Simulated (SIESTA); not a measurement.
Input and output of a self-consistent single point for LiBr (Fm-3m, 2 atoms in the cell) (SIESTA).

Level of theory: LDA PW92, numerical atomic orbitals TZP, PseudoDojo LDA standard norm-conserving potentials (rewritten from UPF to PSML) run with SIESTA.

The change in words: lattice scaled by 0.98. Reference geometry:
```yaml
crystal:
  lattice:
    - [0.00000, 2.72269, 2.72269]
    - [2.72269, 0.00000, 2.72269]
    - [2.72269, 2.72269, 0.00000]
  atoms:
    - { symbol: Li, position: [0.00000, 0.00000, 0.00000] }
    - { symbol: Br, position: [0.50000, 0.50000, 0.50000] }
```

Reference input (self-consistent single point, DFT, LDA PW92, numerical atomic orbitals TZP, PseudoDojo LDA standard norm-conserving potentials (rewritten from UPF to PSML)): XC.functional = LDA; XC.authors = PW92; potentials = PseudoDojo LDA standard; PAO.BasisSize = TZP; PAO.EnergyShift = 0.01 Ry; MeshCutoff = 350 Ry; kgrid.MonkhorstPack = 10 10 10; OccupationFunction = FD; ElectronicTemperature = 116.05 K; PAO.Polarization.NonPerturbative = true; MaxSCFIterations = 150; SCF.Mixer.Method = Pulay. This run's input differs from it in these lines:

```diff
@@ -12,5 +12,5 @@
 %block LatticeVectors
-     0.000000000    2.722690000    2.722690000
-     2.722690000    0.000000000    2.722690000
-     2.722690000    2.722690000    0.000000000
+     0.000000000    2.668236000    2.668236000
+     2.668236000    0.000000000    2.668236000
+     2.668236000    2.668236000    0.000000000
 %endblock LatticeVectors
@@ -19,3 +19,3 @@
      0.000000000    0.000000000    0.000000000  1
-     5.145138422    5.145138422    5.145138422  2
+     5.042235276    5.042235276    5.042235276  2
 %endblock AtomicCoordinatesAndAtomicSpecies
```

Log, with long lists cut:

```
        iscf     Eharris(eV)        E_KS(eV)     FreeEng(eV)     dDmax    Ef(eV) dHmax(eV)
   scf:    1     -625.249324     -625.908034     -625.908034  1.046907 -2.711630  1.071167
   scf:    2     -625.968859     -625.940707     -625.940707  0.061319 -2.747359  0.571419
   scf:    3     -625.961447     -625.953927     -625.953927  0.065341 -2.823707  0.124510
   scf:    4     -625.953996     -625.953966     -625.953966  0.008358 -2.922344  0.007764
   scf:    5     -625.953966     -625.953967     -625.953967  0.001421 -2.923519  0.003723
   scf:    6     -625.953968     -625.953968     -625.953968  0.000443 -2.922479  0.000021
mix: Pulay -- inversion failed, > SVD [rank/size] 4 / 5
   scf:    7     -625.953968     -625.953968     -625.953968  0.000000 -2.922481  0.000017
SCF Convergence by DM+H criterion
max |DM_out - DM_in|         :     0.0000004027
max |H_out - H_in|      (eV) :     0.0000174093
SCF cycle converged after 7 iterations

Using DM_out to compute the final energy and forces

siesta: E_KS(eV) =             -625.9540

siesta: E_KS - E_eggbox =      -625.9540

siesta: Atomic forces (eV/Ang):
     1   -0.000000   -0.000000   -0.000000
     2    0.000000    0.000000    0.000000
   Tot    0.000000    0.000000    0.000000
   Max    0.000000
   Res    0.000000    sqrt( Sum f_i^2 / 3N )
   Max    0.000000    constrained

Stress tensor Voigt[x,y,z,yz,xz,xy] (kbar):        3.99        3.99        3.99        0.00        0.00        0.00
(Free)E + p*V (eV/cell)     -626.0487
Target enthalpy (eV/cell)     -625.9540

siesta: Program's energy decomposition (eV):
siesta: FreeEng =      -625.953968

   [... lines left out ...]
siesta:     0.002493    0.000000    0.000000
siesta:     0.000000    0.002493    0.000000
siesta:     0.000000    0.000000    0.002493

siesta: Cell volume =         37.992924 Ang**3

siesta: Pressure (static):
siesta:                Solid            Molecule  Units
siesta:          -0.00002715         -0.00002715  Ry/Bohr**3
siesta:          -0.00249269         -0.00249269  eV/Ang**3
siesta:          -3.99372212         -3.99372265  kBar
```

The run converged in 7 iterations. Against the reference run the free energy falls by 10.1 meV/atom, the pressure goes from -2.26 to -0.40 GPa and the gap on the mesh goes from 4.890 to 5.219 eV.

The starting cell comes from a database of computed structures (which also holds hypothetical and non-ambient phases and stackings), without a prior relaxation at this level. For this run, on top of that: lattice scaled by 0.98. Values carry the incompleteness of an atom-centred basis.
